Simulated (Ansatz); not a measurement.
Symmetric slabs, relaxed from ideal cuts in 1x1 cells, of elemental solids: work function (eV) by functional, in Ansatz (plane waves, PAW). All structures are PBE's; the other columns are single points with references at the same level. No spin-orbit coupling, Hubbard U or dispersion. The rows are a random draw from the class, without slabs that broke up, higher cuts of a face and adsorbates that left their site.

```json
[
 {"system": "fcc Ir (110), ideal cut with outer spacing 1.37 Å", "PBE (eV)": "4.86", "r2SCAN (eV)": "4.84"},
 {"system": "fcc Pd (110), ideal cut with outer spacing 1.39 Å", "PBE (eV)": "4.75", "r2SCAN (eV)": "4.73"},
 {"system": "hcp Ru (10-13), ideal cut with outer spacing 0.20 Å", "PBE (eV)": "4.47", "r2SCAN (eV)": "4.45"},
 {"system": "bcc V (100), ideal cut with outer spacing 1.50 Å", "PBE (eV)": "3.75", "r2SCAN (eV)": "3.73"},
 {"system": "fcc Pb (110), ideal cut with outer spacing 1.78 Å", "PBE (eV)": "3.73", "r2SCAN (eV)": "?"},
 {"system": "hcp Sc (10-11), ideal cut with outer spacing 0.42 Å", "PBE (eV)": "3.38", "r2SCAN (eV)": "3.45"},
 {"system": "bcc Ta (110), ideal cut with outer spacing 2.35 Å", "PBE (eV)": "4.72", "r2SCAN (eV)": "4.82"},
 {"system": "hcp Sc (11-21), ideal cut with outer spacing 0.79 Å", "PBE (eV)": "3.08", "r2SCAN (eV)": "3.09"}
]
```

**Question.** Fit a straight line y = a·x + b by least squares to the 7 complete rows (x: PBE (eV); y: r2SCAN (eV)).

**Answer.** the means are x̄ = 4.1443 and ȳ = 4.1586; Σ(x − x̄)² = 3.1890 and Σ(x − x̄)(y − ȳ) = 3.1573, so a = 0.990 and b = ȳ − a·x̄ = 0.055. The largest residual is 0.091.

**Question.** What does the line predict for the withheld row, fcc Pb (110), ideal cut with outer spacing 1.78 Å, and what did the calculation give?

**Answer.** the line gives 3.75; the calculation gave 3.81, a miss of 0.06, of the size of the fitted rows' scatter and rounding.

Ansatz is a quantum-chemistry and plane-wave program.
